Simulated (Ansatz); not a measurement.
The reference is MgTe in the wurtzite structure (space group P6_3mc, No. 186).

```xyz
4
Lattice="4.5614 0.0000 0.0000 -2.2807 3.9503 0.0000 0.0000 0.0000 7.4119" Properties=species:S:1:pos:R:3 pbc="T T T"
Mg     0.0000     2.6335     7.4089
Mg     2.2807     1.3168     3.7029
Te     0.0000     2.6335     2.7899
Te     2.2807     1.3168     6.4959
```

Cartesian axes are those of the cell as printed.

The values are results of PBEsol (Ansatz, a program for electronic structure; PAW; 420 eV plane waves; without spin-orbit coupling), not measurements.

For the base:

- Band gap: 2.39 eV
- Electron mass: 0.15 mₑ along c, 0.17 mₑ across (at Γ)
- Valence-band top at Γ: 0.00, -0.02, -0.02 eV

It is then changed as follows: the cell is compressed by 1.20 % along x with no lateral relaxation, atoms relaxed at fixed cell.

Q: Predict the new band gap, stress, electron mass and valence-band top at Γ.

A: The band gap increases by 0.03 eV, from 2.39 eV to 2.42 eV; the stress (xx, yy, zz, yz, xz, xy; compression positive) comes out as (0.63, 0.37, 0.31, 0.00, 0.00, 0.00) GPa; the electron mass changes from 0.15 mₑ along c, 0.17 mₑ across (at Γ) to 0.15 mₑ along z, 0.17 mₑ across (at Γ); the valence-band top at Γ (three highest levels, from the VBM) goes from 0.00, -0.02, -0.02 eV to 0.00, -0.04, -0.04 eV.

Spin-orbit coupling, missing from the scalar runs, can matter with Te. The cells carry an imposed strain or load. Masses are band curvatures over ±0.01 Å⁻¹ around the edge. Stability against distortions was not tested.
